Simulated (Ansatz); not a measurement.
Input and report of a finite-temperature phonon run in Ansatz (PBE). At this level the gap is small or closed, and a narrow smearing was used. Spin-orbit coupling is not included. The cell is fixed at its relaxed static size. Melting and transitions to other phases are not modelled. An odd repeat of the supercell leaves out some zone-boundary points, where instabilities often lie.

Ansatz 0.2 input:
```yaml
crystal:
  lattice:
    - [0.0, 3.2042104108, 3.2042104108]
    - [3.2042104108, 0.0, 3.2042104108]
    - [3.2042104108, 3.2042104108, 0.0]
  atoms:
    - { symbol: Te, position: [0.0, 0.0, 0.0] }
    - { symbol: Sn, position: [0.5, 0.5, 0.5] }
kpoints:
  mp_grid: { grid: [9, 9, 9] }
hamiltonian:
  xc: pbe
  pseudopotentials: { kind: paw }
scf:
  occupations: { method: fermi_dirac, width: 0.03 }
phonons:
  supercell: [3, 3, 3]
  self_consistent:
    temperatures: [300, 600]
    max_frequency_error: 3.0
    max_frames: 240
checkpoint:
  write: run
output:
  stress: true
```

```
--- Phonons at temperature: the self-consistent harmonic approximation ---
  40 frames of 54 atoms (3×3×3 cells), in populations of 8, 8, 8 at 600 K and 8, 8 at 300 K: nothing lacks frames
  of 40 their SCF's own steps read whether they stand on a minimum of the electronic energy; no probe, look outside the group or whole filling of a shell is made of a frame, whatever scf.lower_state_search; one on another minimum than the …
  at 300 K
    the largest error of a frequency is 0.22 times what was asked for; the fitted model misses 6.4 % of the forces, every mode counted alike and far frames for less, of frames that it was not fitted to; the frames count as 14.2 of this …
    softest of the free energy's second derivatives: 32.24 ± 0.13 cm⁻¹ at q 0.0000 0.3333 0.3333; ahead of this temperature's last population 32.33
    the crystal stands in this phase at this temperature, as far as these wave vectors tell
    the ions' mean positions are those at rest
    free energy -13004.911971 ± 0.000142 eV a cell, of which vibrations -0.163884; entropy 100.684 ± 0.036 J/(mol·K) of cells
      by the supercell's own 159 modes alone, which lack the rigid motions: not to be laid beside figures on a mesh. There are none: the force constants hold no dipole–dipole term between the supercell's wave vectors
      the supercell's own free energy is the best Gaussian's, an upper bound on the crystal's: what lies beyond it on the fitted surface stands below, to be added
    pressure 0.8355 ± 0.0157 GPa; at rest 0.0076, so that the ions' motion makes +0.8279
      stress (GPa, positive in compression): xx 0.8355 ± 0.0157, yy 0.8355 ± 0.0157, zz 0.8355 ± 0.0157, yz -0.0000 ± 0.0000, xz 0.0000 ± 0.0000, xy 0.0000 ± 0.0000
      by the supercell's own 159 modes alone, which lack the rigid motions: in the warmth about 1/54 of what the motion makes, which no ± holds; not to be laid beside figures on a mesh
    beyond the Gaussian, in the hollow that it stands in and those that the ions reach from there, by exact statistics on the surface that is fitted to the frames (rings of 2 beads):
      free energy -0.003290 ± 0.000065 eV a cell
      leaving out a pair of frames, or group of many, changes the fitted energy by up to 0.06 k_B T, T the rings' temperature (one standard deviation); of these ± those of the frequencies lack the bias that few frames leave, and those of …
      pressure +0.1024 ± 0.0068 GPa; with it, by the rings' own mean, 0.9379 ± 0.0155, so that the ions' motion makes +0.9303: by the supercell's own 159 modes alone, as the Gaussian's
      mean square displacement, over the three axes, of site 1 from 0, Sn, the most changed: 0.05684 ± 0.00027 Å², of which +0.00623 beyond the Gaussian's
      softest frequency by how far the rings' centres move (above zero always: no sign of whether the crystal stands): 32.16 ± 0.11 cm⁻¹ at q 0.3333 0.3333 0.0000
    frequencies (cm⁻¹; below zero: imaginary; ±: error) of the harmonic crystal, of the Gaussian, of the free energy's second derivatives, each in its own ascending order
      q 0.0000 0.0000 0.0000
           -32.67       45.98 ±  0.65       36.64 ±  1.42
           -32.67       45.98 ±  0.65       36.64 ±  1.42
           -32.67       45.98 ±  0.65       36.64 ±  1.42
      q 0.0000 0.0000 0.3333, and 7 like it
            57.84       60.31 ±  0.12       56.61 ±  0.30
            57.84       60.31 ±  0.12       56.61 ±  0.30
            80.40       81.46 ±  0.27       77.69 ±  0.61
            93.47       96.79 ±  0.23       91.51 ±  0.32
            93.47       96.79 ±  0.23       91.51 ±  0.32
           125.01      127.63 ±  0.22      123.04 ±  0.78
      q 0.0000 0.3333 0.3333, and 5 like it
            30.03       33.01 ±  0.11       32.24 ±  0.13
            30.03       33.01 ±  0.11       32.24 ±  0.13
            58.19       73.64 ±  0.22       68.63 ±  0.47
            58.19       73.64 ±  0.22       68.63 ±  0.47
            78.13       80.30 ±  0.19       76.20 ±  0.28
            87.11       91.97 ±  0.28       86.26 ±  0.40
      q 0.0000 0.3333 0.6667, and 11 like it
            43.14       45.55 ±  0.08       44.50 ±  0.16
            59.13       62.21 ±  0.18       58.63 ±  0.24
            66.49       78.37 ±  0.12       73.70 ±  0.27
            80.86       81.52 ±  0.13       77.66 ±  0.30
            86.33       90.72 ±  0.14       85.16 ±  0.27
           104.03      108.37 ±  0.17      103.59 ±  0.57
  at 600 K
    the largest error of a frequency is 0.19 times what was asked for; the fitted model misses 7.5 % of the forces, every mode counted alike and far frames for less, of frames that it was not fitted to; the frames count as 16.8 of this …
    softest of the free energy's second derivatives: 31.54 ± 0.21 cm⁻¹ at q 0.6667 0.6667 0.0000; ahead of this temperature's last population 31.64
    the crystal stands in this phase at this temperature, as far as these wave vectors tell
    the ions' mean positions are those at rest
    free energy -13005.281230 ± 0.000215 eV a cell, of which vibrations -0.533143; entropy 133.080 ± 0.072 J/(mol·K) of cells
      by the supercell's own 159 modes alone, which lack the rigid motions: not to be laid beside figures on a mesh. There are none: the force constants hold no dipole–dipole term between the supercell's wave vectors
      the supercell's own free energy is the best Gaussian's, an upper bound on the crystal's: what lies beyond it on the fitted surface stands below, to be added
    pressure 1.4236 ± 0.0156 GPa; at rest 0.0076, so that the ions' motion makes +1.4160
      stress (GPa, positive in compression): xx 1.4236 ± 0.0156, yy 1.4236 ± 0.0156, zz 1.4236 ± 0.0156, yz 0.0000 ± 0.0000, xz 0.0000 ± 0.0000, xy -0.0000 ± 0.0000
      by the supercell's own 159 modes alone, which lack the rigid motions: in the warmth about 1/54 of what the motion makes, which no ± holds; not to be laid beside figures on a mesh
    beyond the Gaussian, in the hollow that it stands in and those that the ions reach from there, by exact statistics on the surface that is fitted to the frames (rings of 2 beads):
      4 configuration(s) of the rings are solved and fitted beside the frames
      free energy -0.010205 ± 0.000285 eV a cell
      leaving out a pair of frames, or group of many, changes the fitted energy by up to 0.11 k_B T, T the rings' temperature (one standard deviation); of these ± those of the frequencies lack the bias that few frames leave, and those of …
      pressure +0.2077 ± 0.0150 GPa; with it, by the rings' own mean, 1.6309 ± 0.0245, so that the ions' motion makes +1.6233: by the supercell's own 159 modes alone, as the Gaussian's
      mean square displacement, over the three axes, of site 1 from 0, Sn, the most changed: 0.11300 ± 0.00114 Å², of which +0.01852 beyond the Gaussian's
      softest frequency by how far the rings' centres move (above zero always: no sign of whether the crystal stands): 31.16 ± 0.27 cm⁻¹ at q 0.6667 0.6667 0.0000
    frequencies (cm⁻¹; below zero: imaginary; ±: error) of the harmonic crystal, of the Gaussian, of the free energy's second derivatives, each in its own ascending order
      q 0.0000 0.0000 0.0000
           -32.67       60.54 ±  0.35       47.32 ±  0.92
           -32.67       60.54 ±  0.35       47.32 ±  0.92
           -32.67       60.54 ±  0.35       47.32 ±  0.92
      q 0.0000 0.0000 0.3333, and 7 like it
```

 A stable verdict is local, and a supercell this small can stiffen soft modes, so the symmetric phase can look stable where the real crystal is distorted.

Cost: around 19 core-hours (rough).

Ansatz is a quantum-chemistry and plane-wave program.
